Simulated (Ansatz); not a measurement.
V₂O₅ (P2₁/m, No. 11, 14 atoms in the cell; start mp-510568) was calculated with r²SCAN+rVV10 (PAW; Ansatz, a first-principles code).

Settings: plane-wave cutoff 500 eV, 6×12×6 k mesh (along the axes of the cell as run), Fermi–Dirac smearing 0.05 eV, no spin polarisation, scalar-relativistic PAW data made under PBE.

Cell (relaxed at this level):

```
V2O5
1.0
    6.26103     0.00000    -0.01760
    0.00000     3.53705     0.00000
   -0.03766     0.00000     7.03927
V O
4 10
Direct
  0.74200   0.25000   0.71801
  0.25800   0.75000   0.28199
  0.19537   0.25000   0.90017
  0.80463   0.75000   0.09983
  0.73903   0.75000   0.80416
  0.26097   0.25000   0.19584
  0.03686   0.25000   0.69817
  0.96314   0.75000   0.30183
  0.43970   0.25000   0.82412
  0.56030   0.75000   0.17588
  0.14584   0.75000   0.96750
  0.85416   0.25000   0.03250
  0.67646   0.25000   0.50361
  0.32354   0.75000   0.49639
```

### Question
Predict the band gap.

### Answer

* **band gap**: 1.80 eV (on the SCF k mesh)

Note: the relaxation could not lower the start's symmetry, so the cell can be a saddle point above a distorted one.

Computed values are for the static lattice.

A start named mp-… is a Materials Project structure, which need not be a measured phase.
